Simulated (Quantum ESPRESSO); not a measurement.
Worked example: self-consistent single point of Sr4SO3 (Pm-3m, 8 atoms in the cell) in Quantum ESPRESSO.

Level of theory: revPBE, SSSP 1.1.2 efficiency (PBE) pseudopotentials (plane waves; Quantum ESPRESSO).

```
Sr4SO3
1.0
    5.48553     0.00000     0.00000
    0.00000     5.48553     0.00000
    0.00000     0.00000     5.48553
Sr S O
4 1 3
Cartesian
  0.00000   0.00000   0.00000
  2.74276   2.74276   0.00000
  0.00000   2.74276   2.74276
  2.74276   0.00000   2.74276
  2.74276   2.74276   2.74276
  2.74276   0.00000   0.00000
  0.00000   2.74276   0.00000
  0.00000   0.00000   2.74276
```

Reference input (self-consistent single point, DFT, LDA (PZ), plane waves, GBRV 1.5 ultrasoft (LDA) pseudopotentials): ecutwfc = 40 Ry; ecutrho = 200 Ry; occupations = fixed; potentials = {Sr: sr_lda_v1.uspp.F.UPF, S: s_lda_v1.4.uspp.F.UPF, O: o_lda_v1.2.uspp.F.UPF}; K_POINTS = automatic 4 4 4 0 0 0; nbnd = 36; conv_thr = 1e-11 Ry; mixing_beta = 0.7. This run's input differs from it in these lines:

```diff
@@ -12,6 +12,7 @@
   ntyp = 3
-  ecutwfc = 40
-  ecutrho = 200
+  ecutwfc = 55
+  ecutrho = 440
   occupations = 'fixed'
   nbnd = 36
+  input_dft = 'revpbe'
 /
@@ -22,5 +23,5 @@
 ATOMIC_SPECIES
-Sr    87.6200  sr_lda_v1.uspp.F.UPF
-S     32.0600  s_lda_v1.4.uspp.F.UPF
-O     15.9990  o_lda_v1.2.uspp.F.UPF
+Sr    87.6200  Sr_pbe_v1.uspp.F.UPF
+S     32.0600  s_pbe_v1.4.uspp.F.UPF
+O     15.9990  O.pbe-n-kjpaw_psl.0.1.UPF
 ATOMIC_POSITIONS {angstrom}
```

Output (repeated stretches shortened):

```
     Self-consistent Calculation

     iteration #  1     ecut=    55.00 Ry     beta= 0.70

     negative rho (up, down):  2.552E-01 0.000E+00

     total energy              =    -429.65831141 Ry
     estimated scf accuracy    <       2.66749835 Ry

     iteration #  2     ecut=    55.00 Ry     beta= 0.70

     negative rho (up, down):  2.566E-01 0.000E+00

     total energy              =    -428.68610561 Ry
     estimated scf accuracy    <      12.76488483 Ry

     iteration #  3     ecut=    55.00 Ry     beta= 0.70

     negative rho (up, down):  2.587E-01 0.000E+00

     total energy              =    -431.07898646 Ry
     estimated scf accuracy    <       0.27396416 Ry

   [... 12 blocks of this kind left out ...]

     iteration # 16     ecut=    55.00 Ry     beta= 0.70

     negative rho (up, down):  2.621E-01 0.000E+00

     total energy              =    -431.07993113 Ry
     estimated scf accuracy    <          3.0E-11 Ry

     iteration # 17     ecut=    55.00 Ry     beta= 0.70

     negative rho (up, down):  2.621E-01 0.000E+00
     End of self-consistent calculation

     highest occupied, lowest unoccupied level (ev):     7.0525    9.8293

!    total energy              =    -431.07993113 Ry
     estimated scf accuracy    <          1.0E-12 Ry

     convergence has been achieved in  17 iterations

     negative rho (up, down):  2.621E-01 0.000E+00

     Forces acting on atoms (cartesian axes, Ry/au):

     atom    1 type  1   force =     0.00000000    0.00000000    0.00000000
   [... zero for the other atoms too ...]

     Total force =     0.000000     Total SCF correction =     0.000000

     negative rho (up, down):  2.621E-01 0.000E+00
          total   stress  (Ry/bohr**3)                   (kbar)     P=       15.27
   0.00010382   0.00000000   0.00000000           15.27        0.00        0.00
   0.00000000   0.00010382   0.00000000            0.00       15.27        0.00
   0.00000000   0.00000000   0.00010382            0.00        0.00       15.27

   JOB DONE.
```

The run converged in 17 iterations. Against the reference run the pressure goes from -5.52 to 1.53 GPa and the gap on the mesh goes from 2.608 to 2.777 eV.

The starting cell comes from a database of computed structures (which also holds hypothetical and non-ambient phases and stackings), without a prior relaxation at this level.

Cost on one core of a shared machine: roughly 3 min.
